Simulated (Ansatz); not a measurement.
Consider a 24-atom supercell of Ge in the diamond structure (space group Fd-3m, No. 227) at its relaxed geometry.

```
CELL_PARAMETERS angstrom
      0.00000     5.67616     5.67616
      5.67616    -5.67616     5.67616
      5.67616     5.67616     0.00000
ATOMIC_POSITIONS crystal
  Ge 0.33333 0.16667 0.33333
  Ge 0.33333 0.16667 0.83333
  Ge 0.50000 0.50000 0.50000
  Ge 0.50000 0.50000 0.00000
  Ge 0.66667 0.83333 0.66667
  Ge 0.66667 0.83333 0.16667
  Ge 0.83333 0.16667 0.33333
  Ge 0.83333 0.16667 0.83333
  Ge 0.00000 0.50000 0.50000
  Ge 0.00000 0.50000 0.00000
  Ge 0.16667 0.83333 0.66667
  Ge 0.16667 0.83333 0.16667
  Ge 0.50000 0.25000 0.50000
  Ge 0.50000 0.25000 0.00000
  Ge 0.66667 0.58333 0.66667
  Ge 0.66667 0.58333 0.16667
  Ge 0.83333 0.91667 0.83333
  Ge 0.83333 0.91667 0.33333
  Ge 0.00000 0.25000 0.50000
  Ge 0.00000 0.25000 0.00000
  Ge 0.16667 0.58333 0.66667
  Ge 0.16667 0.58333 0.16667
  Ge 0.33333 0.91667 0.83333
  Ge 0.33333 0.91667 0.33333
```

Level of theory: Kohn–Sham DFT with the PBEsol functional, run in Ansatz (an electronic-structure program) with PAW and 420 eV plane waves, no spin-orbit coupling.

One neutral defect a cell, atoms relaxed at fixed cell.

One change was made to it. Results:

```csv
quantity,base,after
pressure,0.0 GPa,-0.6 GPa
largest displacement of a host atom from its site in the perfect cell,–,0.08 Å
```

Problem. Which of these changes matches the shifts?
(A) Li interstitial (started 2.46 Å from the nearest host atom)
(B) Os on a Ge site
(C) H interstitial (started 2.32 Å from the nearest host atom), symmetric start

Solution. B, Os on a Ge site. For comparison, the pressure in the other runs: H interstitial (started 2.32 Å from the nearest host atom), symmetric start gives 0.2 GPa; Li interstitial (started 2.46 Å from the nearest host atom) gives 1.4 GPa.

The cell is small, so the values are those of an ordered compound at a high defect concentration; dilute-limit values will differ. Defects with a symmetric start kept the site's symmetry and may sit on a saddle; the others started slightly shaken. All final runs are without spin polarisation.
